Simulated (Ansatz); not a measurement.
Take LiCl in the rock salt structure (space group Fm-3m, No. 225; a = 5.112 Å) as the base. Axes: x, y, z lie along the cube axes.

Level of theory: r2SCAN, PAW, 500 eV (Ansatz, a quantum-chemistry and plane-wave program; spin-orbit coupling left out).

For the base:

| Item | Result |
|---|---|
| Band gap | 7.29 eV |
| Smallest direct gap | 7.29 eV |

The change: a free-standing slab of 6 layers (12 atoms, 2 a layer) is cut normal to the z axis, with 15 Å of vacuum and the in-plane cell held at bulk.

Question: What happens to the band gap, excess energy per area of both faces, change of the spacing d23 from its bulk value of 2.556 Å, smallest direct gap and change of the spacing d12 from its bulk value of 2.556 Å?

Answer: The band gap falls by 0.54 eV to 6.75 eV; the excess energy per area of both faces (slab less bulk energy over the cell's area: twice a surface energy) amounts to 0.39 J/m²; the change of the spacing d23 from its bulk value of 2.556 Å is +1.3 %; the smallest direct gap decreases by 0.52 eV (7.29 eV → 6.77 eV); the change of the spacing d12 from its bulk value of 2.556 Å is -2.4 %.

The excess energy carries the mismatch between the slab's and the bulk's meshes. Whether these cells are dynamically stable was not tested.
